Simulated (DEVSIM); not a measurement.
Structure: abrupt Si p-n junction, at 250 K.

Layer 1 from the left is Si, thickness (μm) 0.570, Na (cm⁻³) 7.1e15, τn (s) 1.3e-7, τp (s) 1.3e-7. Layer 2 from the left is Si, thickness (μm) 180, Nd (cm⁻³) 1.2e17, τn (s) 1.3e-7, τp (s) 1.3e-7.

Left contact: ohmic. Right contact: ohmic. Voltage is applied to the left contact. Recombination: SRH at mid-gap, Auger. Mobility is constant in doping.

Constants are typed, rounded textbook-type inputs, not results; the design itself was drawn at random and stands for no fabricated device. Values at 300 K; Nc and Nv go as T^1.5, mobilities as T to minus their exponent, the gap by Varshni's rule with the affinity fixed.

Si: gap (eV) 1.124, affinity (eV) 4.05, permittivity 11.7, Nc (cm⁻³) 2.86e19, Nv (cm⁻³) 3.1e19, μn (cm²/Vs) 1417, μp (cm²/Vs) 470, T exponent of μn 2.3, T exponent of μp 2.2, Cn (cm⁶/s) 2.8e-31, Cp (cm⁶/s) 9.9e-32, Varshni α (eV/K) 0.000473, Varshni β (K) 636.

DEVSIM, 1D drift-diffusion, Boltzmann statistics, complete ionisation; no tunnelling, impact ionisation, image-force lowering or self-heating.

### Question
What does the simulation give for the dark forward voltage at 1 A/cm², the largest field in the device at zero bias, the potential step across the device at zero bias, the dark forward voltage at 100 A/cm²?

### Answer
dark forward voltage at 1 A/cm² 0.634 V; largest field in the device at zero bias 41000 V/cm; potential step across the device at zero bias 0.849 V; dark forward voltage at 100 A/cm² 0.784 V.
